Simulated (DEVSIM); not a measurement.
Structure: Au/SiO2/n-Si capacitor, at 400 K.

```
layer (left to right)  material  thickness (nm)  Nd (cm⁻³)
---------------------  --------  --------------  ---------
1                          SiO2            2.70          -
2                            Si            5700       1e16
```

Metal gate on the left, work function 5.1 eV. Fixed charge at the semiconductor interface -1.2e11 cm⁻² (in units of +e); no interface traps.

The device is made up for the run: typed textbook-type constants, with dimensions and the other settings drawn at random. Values at 300 K; Nc and Nv go as T^1.5, mobilities as T to minus their exponent, the gap by Varshni's rule with the affinity fixed.

```csv
parameter,SiO2,Si
gap (eV),9,1.124
affinity (eV),0.9,4.05
permittivity,3.9,11.7
Nc (cm⁻³),-,2.86e19
Nv (cm⁻³),-,3.1e19
Varshni α (eV/K),-,0.000473
Varshni β (K),-,636
```

Simulated with DEVSIM: 1D Poisson equation in equilibrium, Boltzmann statistics, complete ionisation; no quantum confinement or tunnelling. Metal contacts follow the ideal Schottky-Mott rule: no Fermi-level pinning, no interface dipoles.

Tabulate band edges, carrier densities and field at 0.4 V on the gate.

Energies count from the Fermi level of the right contact; mesh points crowd at the junctions.

```csv
x (μm),Ec (eV),Ev (eV),n (cm⁻³),p (cm⁻³),field (V/cm)
0.000,3.800,-5.200,< 1e2,< 1e2,-38000
0.0009598,3.796,-5.204,< 1e2,< 1e2,-38000
0.001965,3.792,-5.207,< 1e2,< 1e2,-38000
0.002914,0.639,-0.457,3.9e11,8.2e13,-31000
0.005339,0.632,-0.465,4.9e11,6.6e13,-31000
0.009823,0.618,-0.479,7.2e11,4.5e13,-30000
0.01960,0.589,-0.507,1.7e12,1.9e13,-29000
0.05146,0.506,-0.591,1.9e13,1.7e12,-24000
0.1104,0.392,-0.704,5.0e14,6.4e10,-15000
0.2388,0.300,-0.797,7.4e15,4.4e9,-2100
0.5188,0.289,-0.807,1.0e16,3.2e9,≈ 0
1.431,0.289,-0.807,1.0e16,3.2e9,≈ 0
3.039,0.289,-0.807,1.0e16,3.2e9,≈ 0
4.482,0.289,-0.807,1.0e16,3.2e9,≈ 0
5.276,0.289,-0.807,1.0e16,3.2e9,≈ 0
5.508,0.289,-0.807,1.0e16,3.2e9,≈ 0
5.611,0.289,-0.807,1.0e16,3.2e9,≈ 0
5.661,0.289,-0.807,1.0e16,3.2e9,≈ 0
5.689,0.289,-0.807,1.0e16,3.2e9,≈ 0
5.697,0.289,-0.807,1.0e16,3.2e9,≈ 0
5.701,0.289,-0.807,1.0e16,3.2e9,≈ 0
5.703,0.289,-0.807,1.0e16,3.2e9,≈ 0
```
